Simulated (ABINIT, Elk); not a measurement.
An Elk input for a self-consistent single point of SnAu₅ (R32, 6 atoms in the cell) (DFT, PBEsol, all-electron FP-LAPW, Elk's shipped species files, APW+lo basis with extra local orbitals):

```
tasks
  0

xctype
  22

rgkmax
  8.0

gmaxvr
  14.0

nxlo
  2

lorbcnd
  .true.

rmtscf
  0.91

lmaxi
  3

stype
  0

swidth
  0.00367493

avec
    4.7719892149    2.7551092578    9.1925236004
   -4.7719892149    2.7551092578    9.1925236004
    0.0000000000   -5.5102185156    9.1925236004

sppath
  'species/'

atoms
  2   : nspecies
  'Sn.in'   : spfname
  1   : natoms; atposl, bfcmt below
  0.0000000000  0.0000000000  0.0000000000    0.0 0.0 0.0
  'Au.in'   : spfname
  5   : natoms; atposl, bfcmt below
  0.6701470000  0.6701470000  0.6701470000    0.0 0.0 0.0
  0.3298530000  0.3298530000  0.3298530000    0.0 0.0 0.0
  0.5000000000  0.1707650000  0.8292350000    0.0 0.0 0.0
  0.8292350000  0.5000000000  0.1707650000    0.0 0.0 0.0
  0.1707650000  0.8292350000  0.5000000000    0.0 0.0 0.0

ngridk
  5 5 5
```

### Question
Translate this input to ABINIT.

### Answer
This is the input that was run; spellings and numerical settings could be chosen otherwise.

```
# SnAu5, PseudoDojo nc-sr-04 PBEsol standard
pp_dirpath "./"
pseudos "Sn.upf, Au.upf"
acell 3*1.0
rprim
         4.7719892149    2.7551092578    9.1925236004
        -4.7719892149    2.7551092578    9.1925236004
         0.0000000000   -5.5102185156    9.1925236004
natom 6
ntypat 2
znucl 50 79
typat 1 2 2 2 2 2
xcart
         0.0000000000    0.0000000000    0.0000000000
         0.0000000000   -0.0000000000   18.4810263396
         0.0000000000   -0.0000000000    9.0965444615
         1.5711058692   -2.7212351895   13.7887854005
         1.5711058692    2.7212351895   13.7887854005
        -3.1422117384    0.0000000000   13.7887854005
ecut 76 Ry
occopt 7
tsmear 0.00367493
nband 69
kptopt 1
ngkpt 5 5 5
nshiftk 1
shiftk 0 0 0
nstep 100
tolvrs 1.0e-12
prtwf 0
prtden 0
enunit 1
```

Basis, cutoffs, solver keys and any potentials are the target program's own. This input uses DFT, PBEsol, plane waves, norm-conserving pseudopotentials (PseudoDojo nc-sr-04 PBEsol standard).

The starting cell comes from a database of computed structures (which also holds hypothetical and non-ambient phases and stackings), without a prior relaxation at this level. Its lattice was rescaled by a random factor within 2.5 % of one.
